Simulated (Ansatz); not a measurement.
Base system: PtGe (space group Pnma, No. 62; a = 5.772 Å, b = 3.713 Å, c = 6.129 Å).

All numbers come from Ansatz (a first-principles code), r2SCAN, PAW, cutoff 500 eV, scalar-relativistic without spin-orbit coupling.

Before the change:

```
Item               Result
---------------  --------
Volume per atom  16.42 Å³
Band gap             zero
```

Perturbation: a hydrostatic pressure of 3 GPa.

Problem. What happens to the volume per atom?

Solution. The volume per atom drops by 0.29 Å³, from 16.42 Å³ to 16.13 Å³.

Problem. What happens to the band gap?

Solution. The band gap is still zero.

Load acts through the strain it causes; cell and atoms are relaxed under it. No phonon test of stability was made. The final runs are not spin-polarised.
